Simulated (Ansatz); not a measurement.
## A computed series for PtSe2: pressure series

Take PtSe2 in the CdI2 type structure (space group P-3m1, No. 164; a = 3.772 Å, c = 4.818 Å; layered) as the base.

Cell and atoms are relaxed at each pressure.

All numbers come from PBE-D3(BJ) (Ansatz, an electronic-structure program; PAW; 420 eV plane waves; no spin-orbit coupling).

Candidates:
(a) pressure −1 GPa
(b) pressure 4.5 GPa
(c) pressure 9 GPa
(d) pressure 2.1 GPa

Base values:

The c/a ratio is 1.277.

**Question.** Order them by c/a ratio, highest first.

**Answer.** (a) pressure −1 GPa (1.297), (d) pressure 2.1 GPa (1.251), (b) pressure 4.5 GPa (1.232), (c) pressure 9 GPa (1.207)

Load acts through the strain it causes; cell and atoms are relaxed under it. Whether these cells are dynamically stable was not tested. No other phases were tried under pressure. The final runs are not spin-polarised.
